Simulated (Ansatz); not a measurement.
System: A15 V3Si (cubic form, which distorts at low temperature). Method: PBE (plane waves, PAW; Ansatz, an electronic-structure program).

Numerical settings: plane-wave cutoff 520 eV, 12×12×12 k mesh, Fermi–Dirac smearing 0.05 eV, no spin polarisation, scalar-relativistic PAW data made under PBE.

Pressure at four volumes; x = ln(V/12.985 Å³). One pressure is withheld.

```tsv
V (Å³/atom)	x	P (GPa)
12.206	-0.0619	13.49
12.985	0.0000	0.02
13.505	0.0393	-6.96
13.764	0.0583	?
```

Pass a parabola P(x) through the three rows shown, estimate the bulk modulus and its pressure derivative near zero pressure, and predict the withheld pressure.

Slopes between the rows: (0.02 − (13.49))/(0.0000 − (-0.0619)) = -217.61 and (-6.96 − (0.02))/(0.0393 − (0.0000)) = -177.61 GPa. Their difference over the span 0.1012 is c = 40.00/0.1012 = 395.3 GPa, so P(x) = 13.49 + (-217.61)(x − (-0.0619)) + 395.3 (x − (-0.0619))(x − (0.0000)). At the middle row B = −dP/dx = −[-217.61 + 395.3 × 0.0619] = 193.1 GPa, and B′ = dB/dP = 2c/B = 4.1. At x = 0.0583 the parabola gives -9.90 GPa; the run gives -9.95 GPa. The Birch–Murnaghan fit to the energies at all volumes has B0 = 192 GPa and B′ = 4.0.

Measured, for comparison: bulk modulus 171 GPa (300 K, not corrected to a static lattice, sources range from 171 to 176; as tabulated in Lu and Klein (1997), arXiv:cond-mat/9704251). Computed less measured: bulk modulus +12 % (+9 % to +12 % over the range).

Note: symmetry holds this phase in the static calculation, where it need not be a minimum.
